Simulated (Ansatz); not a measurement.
SiC under load (space group F-43m), r2SCAN with spin-orbit coupling, rigid bands run with Ansatz (a program for electronic structure). Condition of this run: hydrostatic pressure of 20 GPa (compression positive) (the target of the relaxation). Band gap 1.65 eV, N_c = 1.35e19 cm⁻³ and N_v = 1.58e20 cm⁻³ at 300 K, conductivity masses of 0.288 mₑ (electrons) and 0.691 mₑ (holes). Take k_BT = 0.02585 eV.

### Question
What built-in voltage has an abrupt junction with N_A = 1e17 and N_D = 1e18 cm⁻³, all dopants ionised?

### Answer
V_bi = E_g/e − (k_BT/e) ln(N_c N_v/(N_A N_D)) = 1.65 − 0.02585 × 9.97 = 1.39 V, for the computed gap.

### Question
A film of it is 2 nm thick. Estimate the confinement energies in an infinite well.

### Answer
ħ²π²/(2m t²) = 0.376 eV·nm²/(m/mₑ × t²) gives 326 meV for electrons and 136 meV for holes, so the gap would widen to about 2.11 eV. Finite barriers and nonparabolic bands lower this, and with several valleys or bands the heaviest mass along the normal sets the lowest level, not this average.

### Question
Find the intrinsic carrier density and the intrinsic Fermi level.

### Answer
n_i = √(N_c N_v) exp(−E_g/2k_BT) = 4.62e19 × exp(−31.91) = 6.4e5 cm⁻³. The level lies (k_BT/2) ln(N_v/N_c) = 32 meV from mid-gap (positive towards the conduction band). Each 0.1 eV added to the gap lowers n_i by a factor of 6.9.

Rigid bands with the computed gap; masses take one relaxation time for all states. Geometry: cell and atoms relaxed with PBEsol.
